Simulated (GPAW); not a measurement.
Band structure of LiBe (P2_1/m, 4 atoms in the cell).

```
CELL_PARAMETERS angstrom
      2.29599     0.00000     0.00000
      0.00000     3.61277     0.00000
     -0.40174     0.00000     5.51352
ATOMIC_POSITIONS crystal
  Li 0.73685 0.25000 0.15486
  Li 0.26315 0.75000 0.84514
  Be 0.75642 0.25000 0.57617
  Be 0.24358 0.75000 0.42383
```

Method of the run: PBEsol, GPAW PAW datasets PBEsol (made by gpaw-setup) (plane waves; GPAW).

Settings: mode = pw; ecut = 850 eV; xc = PBEsol; kpts = 11 7 5; mesh shift (steps) = 0 0 0; occupations.name = methfessel-paxton; occupations.width = 0.272 eV; occupations.order = 0; nbands = -10; convergence.forces = 0.001 eV/Å; symmetry.symmorphic = false; symmetry.tolerance = 0.0005; maxiter = 150; bandpath_npoints = 40.

The starting cell comes from a database of computed structures (which also holds hypothetical and non-ambient phases and stackings), without a prior relaxation at this level.

Levels in eV from the Fermi level, bands 1 to 6:
```csv
point,1,2,3,4,5,6
Γ,-7.52,-3.01,-2.12,-0.72,4.39,5.70
Y,-7.42,-4.29,-0.51,1.01,2.33,3.42
H,-2.53,-2.07,0.39,1.17,5.86,6.47
C,-2.32,-2.27,0.64,0.85,6.09,6.26
E,-1.56,-1.56,1.96,1.96,2.92,2.92
M1,-1.59,-1.59,1.98,1.98,2.94,2.94
A,-1.77,-1.77,2.87,2.87,3.34,3.34
X,-2.40,-2.40,0.65,1.84,5.41,5.98
D,-5.36,-5.36,-2.41,-2.41,4.07,4.07
```

Bands cross the Fermi level along this path, so the cell is metallic at this level.
